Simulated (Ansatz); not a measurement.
The parent structure is Ca in the fcc (Cu type) structure (space group Fm-3m, No. 225; a = 5.456 Å; relaxed with 0.1 eV smearing). Axes: x, y, z lie along the cube axes.

Calculations: PBEsol (Ansatz, a quantum-chemistry and plane-wave program), spin-orbit coupling left out.

Strains are applied to the cell and any free atomic positions relax; under biaxial strain the out-of-plane vector relaxes too.

One change was made to it. Results:

The energy rises by 0.5 meV/atom; the pressure (mean of the normal stresses, compression positive) hardly moves (0.0 GPa against 0.1 GPa).

**Question.** What was done to the base?
A) biaxial strain +2.50 %, plane normal [001], relaxed out of plane
B) biaxial strain −2.50 %, plane normal [001], relaxed out of plane
C) biaxial strain −1.00 %, plane normal [001], relaxed out of plane
D) biaxial strain −2.00 %, plane normal [001], relaxed out of plane
E) biaxial strain −3.00 %, plane normal [001], relaxed out of plane

**Answer.** C, biaxial strain −1.00 %, plane normal [001], relaxed out of plane. For comparison, the energy relative to the base in the other runs: biaxial strain −3.00 %, plane normal [001], relaxed out of plane gives +4.9 meV/atom; biaxial strain −2.00 %, plane normal [001], relaxed out of plane gives +2.1 meV/atom; biaxial strain +2.50 %, plane normal [001], relaxed out of plane gives +2.2 meV/atom; biaxial strain −2.50 %, plane normal [001], relaxed out of plane gives +3.3 meV/atom.

Whether these cells are dynamically stable was not tested.
